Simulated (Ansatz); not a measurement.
**hypothetical zinc blende TiP with two functionals**

Take TiP in the zinc blende structure (space group F-43m, No. 216; a = 5.5507 Å; a hypothetical phase, not in the database extracts checked) as the base.

(Cell as relaxed with PBE.)

Levels (all Ansatz, an electronic-structure program, PAW): PBE (420 eV, spin-orbit coupling left out); r2SCAN (500 eV, scalar-relativistic without spin-orbit coupling).

Each level relaxes its own structure.

```
quantity                  PBE    r2SCAN
-------------------  --------  --------
volume per atom      21.38 Å³  21.23 Å³
lattice parameter a   5.551 Å   5.538 Å
band gap                 zero      zero
```

PBE's volume per atom lies 0.15 Å³ above r2SCAN's (0.7 %); PBE's lattice parameter a lies 0.013 Å above r2SCAN's (0.2 %); the two agree on the band gap. Neither level is exact; r2SCAN is the comparison here, not a measurement.

No phonon test of stability was made. The final runs are not spin-polarised. An odd electron count without spin: TiP. TiP has a high density of states at the Fermi level and may be magnetic at this level.
